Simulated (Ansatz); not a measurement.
**KBr in the rock salt structure (space group Fm-3m, No. 225)**

```cif
data_Br4K4
_chemical_formula_sum 'Br4 K4'
_space_group_name_H-M_alt 'Fm-3m'
_space_group_IT_number 225
_space_group_name_Hall '-F 4 2 3'
_cell_length_a 6.60822
_cell_length_b 6.60822
_cell_length_c 6.60822
_cell_angle_alpha 90.000
_cell_angle_beta 90.000
_cell_angle_gamma 90.000
loop_
_atom_site_label
_atom_site_type_symbol
_atom_site_symmetry_multiplicity
_atom_site_Wyckoff_symbol
_atom_site_fract_x
_atom_site_fract_y
_atom_site_fract_z
_atom_site_occupancy
Br1 Br 4 a 0.00000 0.00000 0.00000 1
K1 K 4 b 0.50000 0.50000 0.50000 1
```
(The calculation used a cell of 2 atoms; values per cell refer to that cell.)

Computed with Ansatz (a first-principles code), r2SCAN, PAW, cutoff 500 eV, no SOC. k-mesh 9×9×9 (Γ-centred); smearing 0.05 eV (Fermi–Dirac).

| Quantity | Value |
|---|---|
| Volume per atom | 36.07 Å³ |
| Density | 2.74 g/cm³ |
| Band gap | 5.07 eV, direct at Γ |
| Electron mass | 0.39 mₑ |
| Lowest conduction-band minima above the VBM | Γ 5.07 eV; X along ⟨100⟩ 6.36 eV |
| Total energy | -2169.657 eV/atom (σ→0; compares only within this code and set-up) |

Effective masses come from finite differences of ±0.01 Å⁻¹. No phonon test of stability was made.
